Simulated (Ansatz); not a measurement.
How the equilibrium lattice constant a of Zr (model structure, started from the diamond type, Fd-3m, No. 227, 2 atoms in the cell) moves with the method

No measured value is used here.

```tsv
level (code)	value (Å)
LDA (Ansatz)	6.050
PBE (Ansatz)	6.277
PBEsol (Ansatz)	6.138
r²SCAN (Ansatz)	[?]
```

Q: Complete the blanks.

A: 
- r²SCAN (Ansatz, a quantum-chemistry and plane-wave program), value (Å): 6.186

Cutoffs differ between the levels. Ansatz's density-functional and Hartree–Fock values are scalar-relativistic unless marked +SOC, with PAW data made under PBE.

A model structure was made by putting elements into a prototype or built by hand; it is no filed structure, need not be a known phase, and can be a saddle point held by its symmetry.
